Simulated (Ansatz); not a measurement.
Levels about the gap of amorphous Zr₁₈Si₄₈O₁₃₂ (198 atoms in a cell of 2901 Å³, 2.92 g/cm³; zone centre alone, so wide bands show as single levels with stretches between that a denser mesh fills), at the geometry that PBE relaxed, where it gives 0.8 GPa on a denser mesh. The participation number counts the atoms over which a state spreads; weights are charges in smoothed Voronoi cells. The levels come from a single point, so bond lengths are those of that geometry. Method of the levels: r2SCAN, scalar-relativistic without spin-orbit coupling (Ansatz, a first-principles code). Sampling: the zone centre alone; Fermi-Dirac width 0.02 eV; no spin polarisation. At PBE the levels at both edges of the gap are localised (band-tail or defect states), and the nearest spread-out levels lie 4.6 eV apart at the zone centre.

Preparation: random packing, a CHGNet melt and quench, and a DFT relaxation. O atoms were pushed apart under 1.9 Å during the dynamics, to hinder bonds among them. The hot cell started wider than the set density and was brought back towards it in steps. It is the lowest in DFT energy of 8 quenches. It is a model cell: composition and starting density were chosen by hand, and all elements were melted together. No dispersion term was used. Its density started from a set value of 2.92 and ended at 2.92 g/cm³. The quench (nominally 300 K/ps over its main leg) was far faster than any real one, so the model tends to hold more defects than a real film. One small periodic cell is one sample of the glass; other quenches scatter about these values. The volume was held where the preparation left it and the shape relaxed, at a PBE pressure of 0.8 GPa. Stress components on the final sampling reach 0.8 GPa.

```
E - E(highest filled), eV  filling  participation number        largest on  weight O  weight Zr  weight Si
-------------------------  -------  --------------------  ----------------  --------  ---------  ---------
-0.32                       filled                  21.8   O, 2 neighbours      0.95       0.03       0.02
-0.31                       filled                  23.5   O, 2 neighbours      0.95       0.03       0.02
-0.27                       filled                  21.9   O, 2 neighbours      0.96       0.02       0.02
-0.21                       filled                  13.7   O, 2 neighbours      0.95       0.03       0.02
-0.15                       filled                  12.2   O, 2 neighbours      0.95       0.03       0.02
-0.06                       filled                  11.9   O, 2 neighbours      0.95       0.03       0.02
0.00                        filled                   9.8   O, 2 neighbours      0.95       0.03       0.01
3.73                         empty                   2.3  Zr, 4 neighbours      0.30       0.67       0.03
4.12                         empty                   3.3  Zr, 7 neighbours      0.31       0.67       0.02
4.26                         empty                   3.6  Zr, 4 neighbours      0.31       0.67       0.03
4.43                         empty                   6.9  Zr, 6 neighbours      0.30       0.68       0.02
4.48                         empty                   5.7  Zr, 5 neighbours      0.31       0.66       0.03
4.61                         empty                   5.7  Zr, 5 neighbours      0.34       0.62       0.03
4.66                         empty                   7.1  Zr, 5 neighbours      0.29       0.69       0.02
```

Most localised among these is the empty level at +3.73 eV, on a Zr atom, which has 4 neighbours (O 1.93 Å, O 1.94 Å, O 1.99 Å, O 2.27 Å).
